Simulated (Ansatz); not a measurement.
## Element substitutions in Os

The reference is Os in the hcp (Mg type) structure (space group P6_3/mmc, No. 194; a = 2.739 Å, c = 4.317 Å).

Each row replaces one element on all its sites; cell and atoms are relaxed.

Calculations: r2SCAN (Ansatz, an electronic-structure program; PAW; 500 eV plane waves; no spin-orbit coupling), earlier PAW set.

```json
[
 {"change": "base", "c/a ratio": "1.576", "shortest interatomic distance": "2.676 Å", "density": "22.53 g/cm³"},
 {"change": "Os → Au", "c/a ratio": "1.684", "shortest interatomic distance": "2.890 Å", "density": "18.59 g/cm³"},
 {"change": "Os → Cu", "c/a ratio": "1.651", "shortest interatomic distance": "2.522 Å", "density": "9.20 g/cm³"},
 {"change": "Os → Ir", "c/a ratio": "1.624", "shortest interatomic distance": "2.718 Å", "density": "22.36 g/cm³"}
]
```

Stability against distortions was not tested. For Cu and Ir in this form, whether it has been made was not checked. All final runs are without spin polarisation. This is not the structure that Au has at room temperature and ambient pressure. This is not the structure that Cu has at room temperature and ambient pressure. This is not the structure that Ir has at room temperature and ambient pressure.
